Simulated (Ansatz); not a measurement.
**B (space group I4_132, No. 214; a hypothetical phase, not in the database extracts checked)**

```cif
data_B4
_chemical_formula_sum 'B4'
_space_group_name_H-M_alt 'P 1'
_space_group_IT_number 1
_cell_length_a 4.01231
_cell_length_b 4.01231
_cell_length_c 4.01231
_cell_angle_alpha 109.471
_cell_angle_beta 109.471
_cell_angle_gamma 109.471
loop_
_space_group_symop_operation_xyz
  'x, y, z'
loop_
_atom_site_label
_atom_site_type_symbol
_atom_site_fract_x
_atom_site_fract_y
_atom_site_fract_z
_atom_site_occupancy
B1 B 0.00000 0.25000 0.50000 1
B2 B 0.25000 0.50000 0.00000 1
B3 B 0.50000 0.00000 0.25000 1
B4 B 0.25000 0.25000 0.25000 1
```

Calculations: Ansatz (an electronic-structure program), PBEsol, PAW, cutoff 420 eV, scalar-relativistic without spin-orbit coupling. k-mesh 10×10×10 (Γ-centred); smearing 0.05 eV (Fermi–Dirac).

* **Volume per atom**: 12.43 Å³
* **Density**: 1.44 g/cm³
* **Band gap**: 1.41 eV, indirect, k = (0.100, 0.300, 0.300) in the run's primitive reciprocal basis → Γ–P (20 % along)
* **Total energy**: -151.869 eV/atom (σ→0; compares only within this code and set-up)

Stability against distortions was not tested.
